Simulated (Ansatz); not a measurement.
## Effect of biaxial strain +1.67 %, plane normal [111], relaxed out of plane on Be2C

Consider Be₂C (space group Fm-3m, No. 225; a = 4.311 Å). Axes: x, y, z lie along the cube axes.

Perturbation: tensile biaxial strain of 1.67 % in the plane normal to [111], as in epitaxy on a mismatched substrate; the out-of-plane cell vector and the atoms relax.

Computed with PBEsol in Ansatz (plane waves to 420 eV, PAW, spin-orbit coupling left out). Γ-centred 13×13×13 mesh, Fermi–Dirac width 0.05 eV.

```tsv
quantity	base	changed	shift
volume per atom	6.67 Å³	6.87 Å³	+0.20 Å³
shortest interatomic distance	186.7 pm	185.6 pm	-1.04 pm
energy relative to the base (free energy F)	0 meV/atom	+6.0 meV/atom	+6.0 meV/atom
pressure (mean of the normal stresses, compression positive)	0.01 GPa	-5.52 GPa	-5.53 GPa
band gap	1.08 eV	1.02 eV	-0.06 eV
gap character	–	indirect, Γ → F	–
smallest direct gap	4.12 eV	3.88 eV	-0.24 eV
hole mass	–	0.16 mₑ out of plane, 0.64 mₑ in plane (at Γ)	–
valence-band top at Γ (three highest levels, from the VBM)	0.00, 0.00, 0.00 eV	0.00, -0.06, -0.06 eV	–
out-of-plane strain	–	-0.42 %	–
ratio −ε⊥/ε∥	–	0.25	–
mean in-plane stress (compression positive)	–	-8.3 GPa	–
```

Final structure (turned so that z lies along the plane normal):

```xyz
3
Lattice="3.0990 0.0000 0.0000 1.5495 2.6838 0.0000 1.5495 -0.8946 2.4782" Properties=species:S:1:pos:R:3 pbc="T T T"
Be     3.0990     0.0000     1.8562
Be     3.0990     1.7892     0.6220
C      0.0000     0.0000     0.0000
```

Cost of the whole job for the changed cell (relaxation, final SCF and bands): very roughly 25 core-seconds.

Masses are band curvatures over ±0.01 Å⁻¹ around the edge. Stability against distortions was not tested. Labels are those of the standard path for the cell's own space group.

Ansatz is a program for electronic structure.
